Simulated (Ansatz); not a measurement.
The parent structure is ScAl$_{2}$ in the cubic Laves (MgCu2 type) structure (space group Fd-3m, No. 227; a cell from a computed database, its experimental status unchecked).

```yaml
crystal:
  lattice:
    - [0.00000, 3.76372, 3.76372]
    - [3.76372, 0.00000, 3.76372]
    - [3.76372, 3.76372, 0.00000]
  atoms:
    - { symbol: Sc, position: [0.00000, 0.00000, 0.00000] }
    - { symbol: Sc, position: [0.25000, 0.25000, 0.25000] }
    - { symbol: Al, position: [0.62500, 0.62500, 0.62500] }
    - { symbol: Al, position: [0.12500, 0.62500, 0.62500] }
    - { symbol: Al, position: [0.62500, 0.62500, 0.12500] }
    - { symbol: Al, position: [0.62500, 0.12500, 0.62500] }
```

All numbers come from PBEsol/PAW in Ansatz (a quantum-chemistry and plane-wave program), without spin-orbit coupling.

One change was made to it. Results:

The lattice parameter a grows by 0.453 Å, from 7.527 Å to 7.980 Å; the band gap stays zero.

**Question.** Which of these changes matches the shifts?
A) Sc → Tl
B) Al → Mg
C) Sc → K

**Answer.** A, Sc → Tl. For comparison, the lattice parameter a in the other runs: Al → Mg gives 8.187 Å; Sc → K gives 8.302 Å.

Whether these cells are dynamically stable was not tested. As relaxed here, Al2Tl, Mg2Sc and KAl2 are hypothetical phases, not in the database extracts checked. The final runs are not spin-polarised. ScAl2 and Mg2Sc have a high density of states at the Fermi level and may be magnetic at this level.
